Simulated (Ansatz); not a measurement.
Subject: the formation energy of GaSb (zinc blende, F-43m) from the elements. Reaction: Ga (Cmce) + Sb (R-3m) → GaSb (zinc blende). Negative: the products are lower in energy. The value is per atom of the solid.

GaSb (zinc blende, F-43m), 2 atoms in the cell. Conventional cell: a = b = c = 6.1297 Å, α = β = γ = 90.00°.

Method: Ansatz (an electronic-structure program), PAW, neutral cells at 0 K with nuclei at rest, on structures from PBE+D3(BJ). Ansatz runs with its default PAW set. Other levels take these structures. HSE06 runs on coarser k-point meshes, mended by the PBE difference between the two meshes. Some cells are metallic or hold partly filled levels, where a hybrid on a coarse mesh is less sure. The lattices are those relaxed with PBE+D3(BJ), so at other levels the solids can be strained, which adds to the spread. A dispersion term (D3(BJ), or D4 for r2SCAN) was computed beside these levels and is taken off wherever the name lacks it. Spin-orbit coupling is left out. The state moves with the level: GaSb (zinc blende) is free of partly filled levels with r2SCAN but metallic or partly filled with PBE. The state moves with the level: GaSb (zinc blende) is free of partly filled levels with HSE06 but metallic or partly filled with PBE.

Measured enthalpy at 298 K, from tabulated formation enthalpies: -0.22 eV/atom (as tabulated in Zhang and co-workers, 2018, doi:10.1038/s41524-018-0065-z). It holds thermal and zero-point parts that the computed values lack, which would shift all levels alike, taken here as about 0.04 eV/atom at most.

Q: How far does each level (PBE, LDA, PBEsol, RPBE, r2SCAN, HSE06) fall from the measured value, and which comes closest?

A: 
| Functional | computed (eV/atom) | computed less measured |
|---|---|---|
| RPBE | -0.20 | 0.02 |
| r2SCAN | -0.24 | -0.02 |
| HSE06 | -0.26 | -0.04 |
| PBE | -0.17 | 0.05 |
| LDA | -0.12 | 0.10 |
| PBEsol | -0.12 | 0.10 |

RPBE comes closest as the numbers stand, but a common shift within 0.04 eV/atom could hand that to r2SCAN or HSE06 or PBE; PBEsol misses by 0.10 eV/atom.
